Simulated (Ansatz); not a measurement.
# Effect of Al → Mg on Ti3Al

Base system: Ti3Al (space group P6_3/mmc, No. 194; a = 5.688 Å, c = 4.608 Å).

Now apply this change: every Al is replaced by Mg; the structure is relaxed again.

Calculations: Kohn–Sham DFT with the PBEsol functional, run in Ansatz (a program for electronic structure) with PAW and 420 eV plane waves, scalar-relativistic without spin-orbit coupling. Γ-centred 9×9×10 mesh, Fermi–Dirac width 0.05 eV, for the changed cell.

```
quantity                             base     changed        shift
-----------------------------  ----------  ----------  -----------
volume per atom                  16.14 Å³    17.42 Å³    +1.286 Å³
density                        4.39 g/cm³  4.00 g/cm³  -0.39 g/cm³
lattice parameter a               5.688 Å     5.853 Å     +0.165 Å
c/a ratio                           0.810       0.803       -0.007
shortest interatomic distance     2.792 Å     2.883 Å     +0.091 Å
band gap                             zero        zero            –
```

Whether these cells are dynamically stable was not tested. For MgTi3 in this form, whether it has been made was not checked. All final runs are without spin polarisation. MgTi3 has a high density of states at the Fermi level and may be magnetic at this level.
